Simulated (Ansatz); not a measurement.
MgSnO3 (model structure, started from the cubic perovskite type, Pm-3m, No. 221, 5 atoms in the cell) was calculated with LDA (Ansatz, a program for electronic structure, plane waves, PAW).

Input file:

Ansatz 0.2 input:
```yaml
crystal:
  lattice:
    - [3.9788780218, 0.0, 0.0]
    - [0.0, 3.9788780218, 0.0]
    - [0.0, 0.0, 3.9788780218]
  atoms:
    - { symbol: Mg, position: [0.0, 0.0, 0.0] }
    - { symbol: Sn, position: [0.5, 0.5, 0.5] }
    - { symbol: O, position: [0.0, 0.5, 0.5] }
    - { symbol: O, position: [0.5, 0.5, 0.0] }
    - { symbol: O, position: [0.5, 0.0, 0.5] }
basis:
  ecutwfc: 520
  ecutrho_ratio: 4
  xc_grid: 2
kpoints:
  mp_grid: { grid: [8, 8, 8] }
hamiltonian:
  xc: lda
  dispersion: none
  pseudopotentials: { kind: paw }
scf:
  occupations: { method: fermi_dirac, width: 0.01 }
output:
  forces: true
  stress: true
  eigenvalues: true
relax:
  f_tol: 0.004
  escape_saddle: false
  max_steps: 80
```

From the output:

```
WARN output.stress: scf.convergence.dr2_threshold = 1e-7 eV (the SCF's general default) is looser than the 5e-10 eV advised for a printed stress (1e-10 eV for …
Relaxation: its limit of steps is 80 (relax.max_steps)
Crystal: 5 atoms, lattice volume = 62.991 Å³
Basis set: ecut = 520 eV, 1743 PW (Γ), exchange–correlation on 60×60×60 points (8 copies of the dense FFT grid, shifted against one another)
Bands: 26, of which v1, the nominal top of the filled ones, is band 21 counted from 1 (20 counted from 0)
Symmetry: 48 space group operations
Space group: Pm-3m (ITA 221), of the structure as read, at distance tolerance 4.0e-5 Å
k-points: 35 of 512
Functional: x = slater, c = lda
SCF iter   1: F=—  HF=-9447.027484 eV  |F-HF|=—  |Δ(HF+E_count)|=         —  Δρ=1.48e-2  dr2=1.13e-1
SCF iter   2: F=—  HF=-9446.995556 eV  |F-HF|=—  |Δ(HF+E_count)|=   3.19e-2  Δρ=5.34e-3  dr2=1.54e-2
  ...
SCF iter   6: F=—  HF=-9446.990680 eV  |F-HF|=—  |Δ(HF+E_count)|=   4.36e-7  Δρ=1.54e-5  dr2=2.08e-7
SCF iter   7: F=-9446.990680 eV  HF=-9446.990680 eV  |F-HF|=2.54e-9  |Δ(HF+E_count)|=   5.38e-8  Δρ=2.46e-6  dr2=5.41e-9
SCF 1 converged in 7 iterations: F = -9446.990680 eV  dr2 = 5.41e-9
SCF converged after 7 iterations
Free energy (F): -9446.990680 eV
Internal energy: -9446.990680 eV  (E = F + TS)
E sigma→0 (E₀):  -9446.990680 eV
Fermi energy:    8.087834 eV
--- Stress (GPa, compression-positive) ---
       -3.376580       0.000000       0.000000
        0.000000      -3.376580       0.000000
        0.000000       0.000000      -3.376580
  P = ⅓ Tr σ = -3.3766 GPa (-33.766 kbar)
```

The cell is one volume of an energy–volume scan, off the minimum.

The PAW data were made under PBE.

Note: the relaxation could raise the start's symmetry but not lower it, so the cell can be a saddle point.

A model structure was made by putting elements into a prototype or built by hand; it is no filed structure, need not be a known phase, and can be a saddle point held by its symmetry.
